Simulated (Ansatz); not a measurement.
BP: pressure series

Consider BP in the wurtzite structure (space group P6_3mc, No. 186; a cell from a computed database, its experimental status unchecked).

BP is modelled in the hexagonal space group P6₃mc (No. 186), the wurtzite structure, Pearson symbol hP4. Cell: a = 3.191 Å, b = 3.191 Å, c = 5.296 Å, α = 90.00°, β = 90.00°, γ = 120.00°. B on 2b sees 4 P at 1.959–1.981 Å (tetrahedral). P on 2b sees 4 B at 1.959–1.981 Å (tetrahedral). (Neighbours: up to the widest gap in distance over summed covalent radii, below 1.35, at either atom.)

Cell and atoms are relaxed at each pressure.

Level of theory: plane-wave PAW DFT at the r2SCAN level (Ansatz, a program for electronic structure, 500 eV), spin-orbit coupling left out, earlier PAW set.

```json
[
 {"P (GPa)": "-2.00", "V (Å³/atom)": "11.814"},
 {"P (GPa)": "-1.00", "V (Å³/atom)": "11.742"},
 {"P (GPa)": "1.80", "V (Å³/atom)": "11.551"},
 {"P (GPa)": "4.20", "V (Å³/atom)": "11.399"},
 {"P (GPa)": "9.00", "V (Å³/atom)": "11.120"},
 {"P (GPa)": "18.00", "V (Å³/atom)": "10.670"},
 {"P (GPa)": "30.00", "V (Å³/atom)": "10.177"},
 {"P (GPa)": "45.01", "V (Å³/atom)": "9.677"}
]
```

A third-order Birch–Murnaghan fit to these points gives V₀ = 11.67 Å³/atom, B₀ = 170 GPa and B₀′ = 3.7. At pressure 45 GPa the volume is 82.9 % of V₀.

Between the base and pressure 18 GPa the gap moves from 1.19 eV to 0.75 eV, a mean slope of -24 meV/GPa.

Load acts through the strain it causes; cell and atoms are relaxed under it. No phonon test of stability was made. No other phases were tried under pressure. This is not the structure that BP has at room temperature and ambient pressure.
